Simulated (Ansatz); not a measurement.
Base system: Rb in the bcc (W type) structure (space group Im-3m, No. 229; a = 5.5751 Å; relaxed with 0.1 eV smearing). Axes: x, y, z lie along the cube axes.

All numbers come from Kohn–Sham DFT with the PBEsol functional, run in Ansatz (an electronic-structure program) with PAW and 420 eV plane waves, spin-orbit coupling left out.

One thing is altered: tensor shear ε_xy = +1.05 % (engineering shear γ = 0.0210), atoms relaxed at fixed cell.

Problem. What happens to the stress and energy relative to the base?

Solution. The stress (xx, yy, zz, yz, xz, xy; compression positive) is (0.0, 0.0, 0.0, 0.0, 0.0, 0.0) GPa; the energy is nearly the same.

The cells carry an imposed strain or load. Whether these cells are dynamically stable was not tested. All final runs are without spin polarisation.
